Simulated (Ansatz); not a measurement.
Base system: SnTe in the rock salt structure (space group Fm-3m, No. 225; a = 6.235 Å). Axes: x, y, z lie along the cube axes.

Method: LDA (Ansatz, a first-principles code, PAW, spin-orbit coupling left out).

Before the change:

The pressure is 0.00 GPa.

Perturbation: biaxial strain +1.00 %, plane normal [001], relaxed out of plane (Cartesian); in-plane vectors clamped, the third vector and the atoms free.

Question: What happens to the pressure, energy relative to the base and ratio −ε⊥/ε∥?

Answer: The pressure (mean of the normal stresses, compression positive) goes from zero to -0.93 GPa; the energy rises by 2.7 meV/atom; the ratio −ε⊥/ε∥ is 0.03.

No phonon test of stability was made.
